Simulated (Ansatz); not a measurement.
GaS (P6₃/mmc, No. 194, 8 atoms in the cell; start mp-556742), treated with HSE06 (Ansatz, a program for electronic structure, PAW).

Settings: plane-wave cutoff 500 eV, 12×12×2 k mesh (along the axes of the cell as run), gaussian smearing 0.02 eV, scalar-relativistic PAW data made under PBE.

Cell (relaxed with PBEsol):

```
GaS
1.0
    3.56833     0.00000     0.00000
   -1.78417     3.09026     0.00000
    0.00000     0.00000    16.12713
Ga S
4 4
Direct
  0.00000   0.00000   0.17445
  0.00000   0.00000   0.82555
  0.00000   0.00000   0.67445
  0.00000   0.00000   0.32555
  0.66667   0.33333   0.10707
  0.33333   0.66667   0.89293
  0.33333   0.66667   0.60707
  0.66667   0.33333   0.39293
```

### Question
What does this level give for the band gap?

### Answer

* **band gap**: 2.70 eV (on the SCF k mesh)

Note: cell and atoms aren't relaxed at this level (pressure 1.1 GPa); the cell has widely spaced layers and the level no dispersion term, so their spacing and the moduli can rest on weak binding.

Spin–orbit coupling is not included.

Static lattice: no zero-point or thermal effects.

A start named mp-… is a Materials Project structure, which need not be a measured phase.
